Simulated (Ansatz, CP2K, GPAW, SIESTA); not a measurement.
## Code comparison for Se (P3_121, 3 atoms in the cell)

Band-structure calculation.

```yaml
crystal:
  lattice:
    - [2.21035, -3.82843, 0.00000]
    - [2.21035, 3.82843, 0.00000]
    - [0.00000, 0.00000, 5.00742]
  atoms:
    - { symbol: Se, position: [0.00000, 0.22500, 0.66667] }
    - { symbol: Se, position: [0.77500, 0.77500, 0.00000] }
    - { symbol: Se, position: [0.22500, 0.00000, 0.33333] }
```

Shared settings, as Ansatz (a quantum-chemistry and plane-wave program) writes them: kpoints.mp_grid.grid = 6 6 5; scf.occupations.method = fermi_dirac; scf.occupations.width = 0.01 eV. Potentials and cutoffs stand in the table.

```
code                                                                                                                      model  gap along the path (eV)  smallest direct gap (eV)       cutoff
------  -----------------------------------------------------------------------------------------------------------------------  -----------------------  ------------------------  -----------
Ansatz                                                                                                   PBE, default PAW files                     1.00                      1.18      default
CP2K                                                    PBE, GPW, DZVP-MOLOPT-SR-GTH basis, GTH-PBE potentials (GTH_POTENTIALS)                     0.98                      1.16  grid 400 Ry
GPAW                                                                               PBE, GPAW PAW datasets PBE (gpaw-data 1.0.1)                     0.99                      1.20       550 eV
SIESTA  GGA PBE, numerical atomic orbitals TZP, PseudoDojo PBE standard norm-conserving potentials (rewritten from UPF to PSML)                     0.82                      1.01  grid 350 Ry
```

The spread over the programs that give each value: gap along the path within 0.18 eV; smallest direct gap within 0.19 eV.

CP2K and SIESTA use small atom-centred bases, whose incompleteness enters pressures, forces and empty levels differently from a plane-wave cutoff.

In the gap along the path, SIESTA stands apart from the plane-wave programs.

The starting cell has typed, rounded lattice constants, without a prior relaxation at this level. Its lattice was rescaled by a random factor within 2.5 % of one.

Left out of this page: Quantum ESPRESSO, Elk and FLEUR (not drawn, or without a comparable value).

Keys are those of Ansatz 0.2.
